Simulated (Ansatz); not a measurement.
The starting structures come from a database of crystals and need not be the phases stable at ambient conditions.

```
CELL_PARAMETERS angstrom
      7.33130     0.00000     0.00000
      0.00000     7.33130     0.00000
      3.66565    -3.66565     5.18401
ATOMIC_POSITIONS crystal
  K  0.75000 0.75000 0.50000
  K  0.25000 0.25000 0.50000
  Pt 0.00000 0.00000 0.00000
  Br 0.76047 0.23953 0.00000
  Br 0.23953 0.76047 0.00000
  Br 0.76047 0.76047 0.00000
  Br 0.23953 0.23953 0.00000
  Br 0.76047 0.23953 0.47906
  Br 0.23953 0.76047 0.52094
```

Space group of this cell: Fm-3m. The cell is taken as given; by PBEsol its mean pressure is -0.9 GPa.

Transport runs along the normal of the first two printed cell vectors, the (001) plane of the conventional cell.

The gap is the functional's own, uncorrected, and κ follows it; spin-orbit coupling is left out. Mid-gap values are interpolated between the computed energies.

Task: Predict the band gap and the smallest decay constant κ at mid-gap from Ansatz (a quantum-chemistry and plane-wave program) with PBEsol.

Result: Gap 1.01 eV on a 6×6×6 mesh; κ = 0.197 1/Å, at (0.500, 0.500) of the in-plane reciprocal vectors. At the zone centre, at the nearest computed energy, the slowest state has κ = 0.22 1/Å.
